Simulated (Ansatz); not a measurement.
# CsCl-type NiAl

Computed with PBE-D4 in Ansatz (plane waves, PAW).

Numerical settings: plane-wave cutoff 500 eV, 20×20×20 k mesh, Fermi–Dirac smearing 0.1 eV, no spin polarisation, scalar-relativistic PAW data made under PBE.

Cell (relaxed at this level):

Space group Pm-3m (No. 221); a = b = c = 2.861 Å, α = β = γ = 90.00°

```tsv
atom	site	symmetry	x	y	z
Al	1b	m-3m	0.5000	0.5000	0.5000
Ni	1a	m-3m	0.0000	0.0000	0.0000
```

| Property | Result |
|---|---|
| volume per atom | 11.71 Å³/atom |
| equilibrium lattice constant a | 2.861 Å |

Measured, for comparison: equilibrium volume per atom 11.97 Å³/atom, lattice constant a 2.882 Å (extrapolated to 0 K, zero-point anharmonic expansion removed (Haas, Tran, Blaha 2009); as tabulated in Levämäki et al. (2014), arXiv:1402.3671). Computed (rounded) less measured: equilibrium volume per atom -2.2 %, lattice constant a -0.7 %.

Computing time: roughly 27 core-seconds.

Ansatz is a first-principles code.
